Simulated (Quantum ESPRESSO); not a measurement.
Quantum ESPRESSO is run on PtPb (P6_3/mmc, 4 atoms in the cell), and the run fails. The aim is a self-consistent single point with DFT, LDA (PZ), plane waves, GBRV 1.5 ultrasoft (LDA) pseudopotentials.

Cell that was meant: a = 3.8735 Å, b = 3.8736 Å, c = 7.2291 Å, α = 90.00°, β = 90.00°, γ = 120.00°.

Part of the input:

```fortran
    ibrav = 0
    nat = 4
    ntyp = 2
    ecutwfc = 40.0
    ecutrho = 320
    occupations = 'smearing'
    smearing = 'mp'
[...]
Pt    0.3333333333    0.6666666667    0.2500000000
Pt    0.6666666667    0.3333333333    0.7500000000
Pb    0.0000000000    0.0000000000    0.0000000000
Pb    0,0000000000    0,0000000000    0,5000000000
K_POINTS {automatic}
11 11 5  0 0 0
CELL_PARAMETERS {bohr}
```

Log, with long lists cut:

```
     This program is part of the open-source Quantum ESPRESSO suite
     for quantum simulation of materials; please cite

[eval_infix.c] A parsing error occurred
helper string:
0,0000000000
error code:
Error: invalid token: ,

 %%%%%%%%%%%%%%%%%%%%%%%%%%%%%%%%%%%%%%%%%%%%%%%%%%%%%%%%%%%%%%%%%%%%%%%%%%%%%%
     Error in routine card_atomic_positions (1):
     Error while parsing atomic position card.
 %%%%%%%%%%%%%%%%%%%%%%%%%%%%%%%%%%%%%%%%%%%%%%%%%%%%%%%%%%%%%%%%%%%%%%%%%%%%%%

     stopping ...
```

Problem. Read the log: what does the program object to, and what is the fix?

Solution. The fault is decimal commas. The program does not read a comma as a decimal mark. To fix it, use decimal points. The program stopped before any SCF iteration.

An input that runs soundly differs in these lines (not the only fix; some lines may just follow from the change or write a value another way):
```diff
-    ecutwfc = 40.0
+    ecutwfc = 40
-Pb    0,0000000000    0,0000000000    0,5000000000
+Pb    0.0000000000    0.0000000000    0.5000000000
```

With that input, the run converged in 12 iterations: free energy E − TS -10199.1610 eV; Fermi level (on the code's own zero) 13.32 eV; pressure -8.05 GPa (DFT, LDA (PZ), plane waves, GBRV 1.5 ultrasoft (LDA) pseudopotentials).

On the sound input: the starting cell comes from a database of computed structures (which also holds hypothetical and non-ambient phases and stackings), without a prior relaxation at this level. Spin polarisation is off. With a pressure of about -8 GPa the cell is away from its equilibrium volume at this level.
